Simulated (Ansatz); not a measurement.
An Ansatz (an electronic-structure program) input (PBEsol in Ansatz (plane waves to 420 eV, PAW, no spin-orbit coupling)):

Ansatz 0.2 input:
```yaml
crystal:
  lattice:
    - [-2.9635393604, 2.9635393604, 5.9567613615]
    - [2.9635393604, -2.9635393604, 5.9567613615]
    - [2.9635393604, 2.9635393604, -5.9567613615]
  atoms:
    - { symbol: Sn, position: [0.5, 0.5, 0] }
    - { symbol: Sn, position: [0.25, 0.75, 0.5] }
    - { symbol: As, position: [0.375, 0.3492076923, 0.4742076923] }
    - { symbol: As, position: [0.6507923077, 0.125, 0.0257923077] }
    - { symbol: As, position: [0.875, 0.9007923077, 0.5257923077] }
    - { symbol: As, position: [0.0992076923, 0.625, 0.9742076923] }
    - { symbol: Zn, position: [0, 0, 0] }
    - { symbol: Zn, position: [0.75, 0.25, 0.5] }
basis: { ecutwfc: 420, ecutrho_ratio: 4, xc_grid: 2, fft_grid_basis: typed }
kpoints: { mp_grid: { grid: [8, 8, 8] } }
hamiltonian:
  xc: pbesol
  dispersion: none
  pseudopotentials: { kind: paw }
scf: { occupations: { method: fermi_dirac, width: 0.05 }, convergence: { dr2_threshold: 0.0000000008 } }
relax: { f_tol: 0.005, max_steps: 50 }
output: { forces: true, stress: true }
checkpoint: { write: state.ck, write_every: 1000 }
```

Q: Which symmetry and how many k-points will the program report, and about how many plane waves at Γ?

A: Space group I-42d (ITA 122) with 8 operations, k-points 59 of 512, and 4071 plane waves at Γ.

Q: And the final pressure?

A: -2.46 GPa (compression positive).

The mesh was chosen for an insulator and is coarse for the gapless case. The cells carry an imposed strain or load. Whether these cells are dynamically stable was not tested. All final runs are without spin polarisation. The cell was made from ZnSnAs$_{2}$ in the chalcopyrite structure (space group I-42d, No. 122) by this change: isotropic strain +1.50 %.
